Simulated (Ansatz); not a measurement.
## SiC under a change: pressure 9 GPa

Base system: SiC in the wurtzite structure (space group P6_3mc, No. 186; a = 3.056 Å, c = 5.016 Å).

Modification: cell and atoms relaxed at a pressure of 9 GPa.

Level of theory: Ansatz (a first-principles code) LDA, scalar-relativistic without spin-orbit coupling. Settings: 12×12×7 k-points, 0.05 eV Fermi–Dirac smearing.

The volume per atom drops by 0.36 Å³ to 9.78 Å³ and the density grows by 0.12 g/cm³ (3.28 g/cm³ → 3.40 g/cm³). The lattice parameter a shrinks by 0.069 bohr, from 5.776 bohr to 5.707 bohr and the shortest interatomic distance shrinks by 0.042 bohr to 3.494 bohr. The enthalpy H = E + PV relative to the base's energy is +0.56 eV/atom and the band gap decreases by 0.066 eV to 2.07 eV. The gap character stays indirect, Γ → K and the smallest direct gap grows by 0.07 eV, from 3.92 eV to 3.99 eV. The mean gap deformation potential ΔEg/Δln V is +1.8 eV and the width of the top valence band rises by 0.064 eV to 4.02 eV. The electron mass changes from 0.26 mₑ along c, 0.43 mₑ across (at K) to 0.26 mₑ along c, 0.42 mₑ across (at K) and the valence-band top at Γ (three highest levels, from the VBM) changes from 0.00, 0.00, -0.11 eV to 0.00, 0.00, -0.12 eV. The valley order (the lowest conduction-band minima on the path, energy above the VBM, named in the base's zone) amounts to K (1/3, 1/3, 0) 2.07 eV; M (1/2, 0, 0) 2.78 eV.

Final structure:

```yaml
crystal:
  lattice:
    - [3.01979, 0.00000, 0.00000]
    - [-1.50989, 2.61521, 0.00000]
    - [0.00000, 0.00000, 4.95437]
  atoms:
    - { symbol: Si, position: [0.33333, 0.66667, 0.99961] }
    - { symbol: Si, position: [0.66667, 0.33333, 0.49961] }
    - { symbol: C, position: [0.33333, 0.66667, 0.37539] }
    - { symbol: C, position: [0.66667, 0.33333, 0.87539] }
```

Load acts through the strain it causes; cell and atoms are relaxed under it. Effective masses come from finite differences of ±0.01 Å⁻¹. Whether these cells are dynamically stable was not tested. No other phases were tried under pressure.
